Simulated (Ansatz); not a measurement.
The reference is Ir in the fcc (Cu type) structure (space group Fm-3m, No. 225; a = 3.8309 Å; relaxed with 0.1 eV smearing). Axes: x, y, z lie along the cube axes.

Calculations: Kohn–Sham DFT with the PBEsol functional, run in Ansatz (an electronic-structure program) with PAW and 420 eV plane waves, no spin-orbit coupling, earlier PAW set.

One thing is altered: uniaxial strain ε_xx = −2.89 %, all other strain components held at zero, atoms relaxed at fixed cell.

Task: Predict the stress tensor and what it implies for the stiffness.

Result: Stress of the strained cell less that of the base (GPa, compression positive):
```
   20.4     0.0     0.0
    0.0     8.4     0.0
    0.0     0.0     8.4
```

Then −Δσ_ii/ε with ε = -0.0289 gives secant stiffness values (nonlinear terms included at this strain): C11 ≈ 706 GPa, C12 ≈ 290 GPa and C13 ≈ 290 GPa.

As a check, the harmonic strain energy −½ V₀ Δσ:ε is 26 meV/atom; the computed energy rise is 25 meV/atom.

No phonon test of stability was made. All final runs are without spin polarisation.
